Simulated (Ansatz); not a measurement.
Electronic density of states of amorphous Cu$_{24}$Ta$_{24}$, density 13.18 g/cm³, on a 2×2×2 Γ-centred mesh with a Gaussian width of 0.1 eV; energies count from the Fermi level. Cell and mesh are small, so fine structure isn't converged. Method: PBE, scalar-relativistic without spin-orbit coupling (plane waves to 420 eV, PAW; Ansatz, an electronic-structure program). Sampling: a 2×2×2 Γ-centred mesh; Fermi-Dirac width 0.1 eV; no spin polarisation.

A CHGNet melt-quench gave the starting glass, which DFT then relaxed. The hot cell started wider than the set density and was brought back towards it in steps. It is the lowest in DFT energy of 3 quenches. It is a model cell: composition and starting density were chosen by hand, and all elements were melted together. No dispersion term was used. Its density started from a set value of 13.27 and ended at 13.18 g/cm³. The simulated quench (nominally 230 K/ps over its main leg) is rapid and tends to freeze in more defects than a deposited or slowly cooled glass has. One small periodic cell is one sample of the glass; other quenches scatter about these values. Volume and shape were free in the relaxation. On a 2×2×2 Γ-centred mesh force components of up to 0.37 eV/Å stay, since the relaxation ran on one k-point at (1/4, 1/4, 1/4).

| E - EF (eV) | states/(eV atom) |
|---|---|
| -12.00 | 0.00 |
| -11.90 | 0.00 |
| -11.80 | 0.00 |
| -11.70 | 0.00 |
| -11.60 | 0.00 |
| -11.50 | 0.00 |
| -11.40 | 0.00 |
| -11.30 | 0.00 |
| -11.20 | 0.00 |
| -11.10 | 0.00 |
| -11.00 | 0.00 |
| -10.90 | 0.00 |
| -10.80 | 0.00 |
| -10.70 | 0.00 |
| -10.60 | 0.00 |
| -10.50 | 0.00 |
| -10.40 | 0.00 |
| -10.30 | 0.00 |
| -10.20 | 0.00 |
| -10.10 | 0.00 |
| -10.00 | 0.00 |
| -9.90 | 0.00 |
| -9.80 | 0.00 |
| -9.70 | 0.00 |
| -9.60 | 0.00 |
| -9.50 | 0.00 |
| -9.40 | 0.00 |
| -9.30 | 0.00 |
| -9.20 | 0.00 |
| -9.10 | 0.00 |
| -9.00 | 0.00 |
| -8.90 | 0.00 |
| -8.80 | 0.02 |
| -8.70 | 0.02 |
| -8.60 | 0.01 |
| -8.50 | 0.00 |
| -8.40 | 0.02 |
| -8.30 | 0.05 |
| -8.20 | 0.07 |
| -8.10 | 0.08 |
| -8.00 | 0.08 |
| -7.90 | 0.07 |
| -7.80 | 0.10 |
| -7.70 | 0.12 |
| -7.60 | 0.10 |
| -7.50 | 0.09 |
| -7.40 | 0.11 |
| -7.30 | 0.13 |
| -7.20 | 0.10 |
| -7.10 | 0.05 |
| -7.00 | 0.07 |
| -6.90 | 0.10 |
| -6.80 | 0.07 |
| -6.70 | 0.12 |
| -6.60 | 0.13 |
| -6.50 | 0.14 |
| -6.40 | 0.19 |
| -6.30 | 0.25 |
| -6.20 | 0.28 |
| -6.10 | 0.28 |
| -6.00 | 0.22 |
| -5.90 | 0.16 |
| -5.80 | 0.18 |
| -5.70 | 0.20 |
| -5.60 | 0.23 |
| -5.50 | 0.21 |
| -5.40 | 0.25 |
| -5.30 | 0.36 |
| -5.20 | 0.40 |
| -5.10 | 0.46 |
| -5.00 | 0.62 |
| -4.90 | 0.77 |
| -4.80 | 0.99 |
| -4.70 | 1.20 |
| -4.60 | 1.30 |
| -4.50 | 1.36 |
| -4.40 | 1.42 |
| -4.30 | 1.39 |
| -4.20 | 1.38 |
| -4.10 | 1.56 |
| -4.00 | 1.90 |
| -3.90 | 2.18 |
| -3.80 | 2.31 |
| -3.70 | 2.42 |
| -3.60 | 2.52 |
| -3.50 | 2.48 |
| -3.40 | 2.42 |
| -3.30 | 2.44 |
| -3.20 | 2.38 |
| -3.10 | 2.27 |
| -3.00 | 2.21 |
| -2.90 | 2.26 |
| -2.80 | 2.30 |
| -2.70 | 2.30 |
| -2.60 | 2.29 |
| -2.50 | 2.19 |
| -2.40 | 2.03 |
| -2.30 | 1.84 |
| -2.20 | 1.59 |
| -2.10 | 1.41 |
| -2.00 | 1.26 |
| -1.90 | 1.02 |
| -1.80 | 0.86 |
| -1.70 | 0.88 |
| -1.60 | 0.87 |
| -1.50 | 0.92 |
| -1.40 | 0.96 |
| -1.30 | 0.94 |
| -1.20 | 0.88 |
| -1.10 | 0.87 |
| -1.00 | 0.93 |
| -0.90 | 0.95 |
| -0.80 | 0.95 |
| -0.70 | 0.94 |
| -0.60 | 0.92 |
| -0.50 | 0.90 |
| -0.40 | 0.89 |
| -0.30 | 0.92 |
| -0.20 | 0.88 |
| -0.10 | 0.74 |
| 0.00 | 0.66 |
| 0.10 | 0.68 |
| 0.20 | 0.65 |
| 0.30 | 0.68 |
| 0.40 | 0.73 |
| 0.50 | 0.68 |
| 0.60 | 0.62 |
| 0.70 | 0.62 |
| 0.80 | 0.65 |
| 0.90 | 0.64 |
| 1.00 | 0.65 |
| 1.10 | 0.67 |
| 1.20 | 0.60 |
| 1.30 | 0.58 |
| 1.40 | 0.56 |
| 1.50 | 0.55 |
| 1.60 | 0.62 |
| 1.70 | 0.66 |
| 1.80 | 0.61 |
| 1.90 | 0.62 |
| 2.00 | 0.60 |
| 2.10 | 0.61 |
| 2.20 | 0.61 |
| 2.30 | 0.61 |
| 2.40 | 0.62 |
| 2.50 | 0.55 |
| 2.60 | 0.55 |
| 2.70 | 0.61 |
| 2.80 | 0.66 |
| 2.90 | 0.70 |
| 3.00 | 0.66 |
| 3.10 | 0.59 |
| 3.20 | 0.63 |
| 3.30 | 0.67 |
| 3.40 | 0.62 |
| 3.50 | 0.65 |
| 3.60 | 0.69 |
